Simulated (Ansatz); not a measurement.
Band structure of MnS (Fm-3m, 2 atoms in the cell).

```
MnS
1.0
    0.00000     2.48025     2.48025
    2.48025     0.00000     2.48025
    2.48025     2.48025     0.00000
S Mn
1 1
Direct
  0.00000   0.00000   0.00000
  0.50000   0.50000   0.50000
```
Moments meant for the start (each program seeds them in its own way; μB, in the order of the atoms S Mn): 0.0 4.0.

Method: PBE (plane waves, PAW; Ansatz, a program for electronic structure).

Settings: basis.ecutwfc = 420 eV; kpoints.mp_grid.grid = 9 9 9; hamiltonian.xc = pbe; hamiltonian.pseudopotentials = {kind: paw} (the program's default PAW files); magnetization.spin_polarized = true; scf.occupations.method = gaussian; scf.occupations.width = 0.2 eV; kpoints.band_path.npoints = 8.

The starting cell was generated: these elements placed on a structure prototype, without a prior relaxation; it need not be a known phase or ordering of this composition. Its lattice was rescaled by a random factor within 2.5 % of one. With one magnetic atom in the cell only a parallel order is possible.

Levels in eV from the Fermi level, bands 10 to 16 of the first spin channel:
```csv
point,10,11,12,13,14,15,16
Γ,-3.27,-2.09,-2.09,-2.09,2.91,8.83,8.83
X,-2.92,-2.45,-2.45,-1.79,1.22,5.69,11.46
W,-2.51,-2.45,-2.03,-1.87,4.97,7.28,7.44
K,-2.56,-2.27,-1.86,-1.19,2.98,6.56,9.05
L,-2.64,-2.19,1.01,1.01,2.89,5.44,5.44
U,-2.56,-2.27,-1.86,-1.19,2.98,6.56,9.05
```

Bands cross the Fermi level along this path, so the cell is metallic at this level.

The net moment of the cell came out as 4.15 μB.

Keys are those of Ansatz 0.2.
